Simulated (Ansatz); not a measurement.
Where the default PAW files enter, the runs use the earlier of Ansatz's two default sets.

Consider the following.

```
CELL_PARAMETERS angstrom
      3.04757     0.00000     0.00000
      1.52378     6.14023     0.00000
      0.00000     1.38413     5.65035
ATOMIC_POSITIONS crystal
  Ga 0.34116 0.31768 0.68527
  Ga 0.65884 0.68232 0.31473
  Ga 0.90953 0.18094 0.20521
  Ga 0.09047 0.81906 0.79479
  O  0.50353 0.99294 0.74334
  O  0.49647 0.00706 0.25666
  O  0.82663 0.34674 0.43677
  O  0.17337 0.65326 0.56323
  O  0.16450 0.67100 0.10915
  O  0.83550 0.32900 0.89085
```

Space group of this cell: C2/m. The cell is taken as given; by r2SCAN its mean pressure is -1.5 GPa.

These are r2SCAN (plane waves, PAW; Ansatz, an electronic-structure program) values and carry that method's errors.

The current runs along the normal of the first two printed vectors; no spin-orbit coupling. Scaled by the factor s: all lengths (ions clamped). Meshes 10×10×6 and 10×6 across the current in all rows.

```json
[
 {"s": "0.98", "mean pressure (GPa)": "12.7", "band gap (eV)": "3.55"},
 {"s": "1.00", "mean pressure (GPa)": "-1.5", "band gap (eV)": "2.96"},
 {"s": "1.02", "mean pressure (GPa)": "-12.2", "band gap (eV)": "?"}
]
```

Take the slope of the band gap against ln s from the two given rows, extrapolate to s = 1.02, and say what the run there gives.

Slope = (3.55 − 2.96) / ln 0.98 = -29.2 eV. The line gives 2.96 + (-29.2) × ln 1.02 = 2.38 eV. The run gives 2.41 eV, 0.03 eV over the line, 5 % of the predicted step.
